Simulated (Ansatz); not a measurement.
## Ta2N under a change: biaxial strain +2.14 %, plane normal [001], relaxed out of plane

Start from Ta2N (space group P-31m, No. 162; a = 5.265 Å, c = 4.911 Å; a cell from a computed database, its experimental status unchecked). Axes: x lies along a and z along c of the hexagonal cell.

Perturbation: biaxial strain +2.14 %, plane normal [001], relaxed out of plane (Cartesian); in-plane vectors clamped, the third vector and the atoms free.

The values are results of Kohn–Sham DFT with the PBEsol functional, run in Ansatz (an electronic-structure program) with PAW and 420 eV plane waves, no SOC, not measurements. Settings: 10×10×10 k-points, 0.05 eV Fermi–Dirac smearing.

The volume per atom goes up by 0.34 Å³, from 13.10 Å³ to 13.44 Å³ and the energy increases by 19 meV/atom. The pressure (mean of the normal stresses, compression positive) goes from zero to -7.0 GPa and the band gap stays zero. The out-of-plane strain comes out as -1.67 % (rough) and the mean in-plane stress (compression positive) is -10.5 GPa (rough).

Final structure (turned so that z lies along the plane normal):

```
CELL_PARAMETERS angstrom
      5.37722     0.00000     0.00000
      2.68861     4.65681     0.00000
      0.00000     0.00000     4.82948
ATOMIC_POSITIONS crystal
  Ta 0.66758 0.00000 0.75200
  Ta 0.33242 0.00000 0.24800
  Ta 0.33242 0.66758 0.75200
  Ta 0.66758 0.33242 0.24800
  Ta 0.00000 0.33242 0.75200
  Ta 0.00000 0.66758 0.24800
  N  0.66667 0.66667 0.50000
  N  0.33333 0.33333 0.50000
  N  0.00000 0.00000 0.00000
```

Cost of the whole job for the changed cell (relaxation, final SCF and bands): about 8 core-minutes (a rough figure).

Without a gap, meshes like the base's 10×10×10 leave anisotropic stresses uncertain by several tenths of a GPa, and small strain energies with them. Stability against distortions was not tested. The final runs are not spin-polarised. An odd electron count without spin: Ta2N.
